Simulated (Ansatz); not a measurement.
The parent structure is MgO in the rock salt structure (space group Fm-3m, No. 225).

```
CELL_PARAMETERS angstrom
      0.00000     2.10705     2.10705
      2.10705     0.00000     2.10705
      2.10705     2.10705     0.00000
ATOMIC_POSITIONS crystal
  Mg 0.00000 0.00000 0.00000
  O  0.50000 0.50000 0.50000
```

Cartesian axes are those of the cell as printed.

All numbers come from PBEsol in Ansatz (plane waves to 420 eV, PAW, no spin-orbit coupling).

Strains are applied to the cell and any free atomic positions relax.

One change was made to it. Results:

```csv
quantity,base,after
energy relative to the base (free energy F),0 meV/atom,+0.6 meV/atom
band gap,4.62 eV,4.58 eV
```

**Question.** What was done to the base?
A. tensor shear ε_xy = +1.14 %
B. tensor shear ε_xy = +2.00 %
C. tensor shear ε_xy = +1.43 %
D. tensor shear ε_xy = +1.71 %
E. tensor shear ε_xy = +0.57 %

**Answer.** E, tensor shear ε_xy = +0.57 %. For comparison, the band gap in the other runs: tensor shear ε_xy = +1.14 % gives 4.53 eV; tensor shear ε_xy = +1.43 % gives 4.50 eV; tensor shear ε_xy = +2.00 % gives 4.45 eV; tensor shear ε_xy = +1.71 % gives 4.48 eV.

Stability against distortions was not tested.

Ansatz is an electronic-structure program.
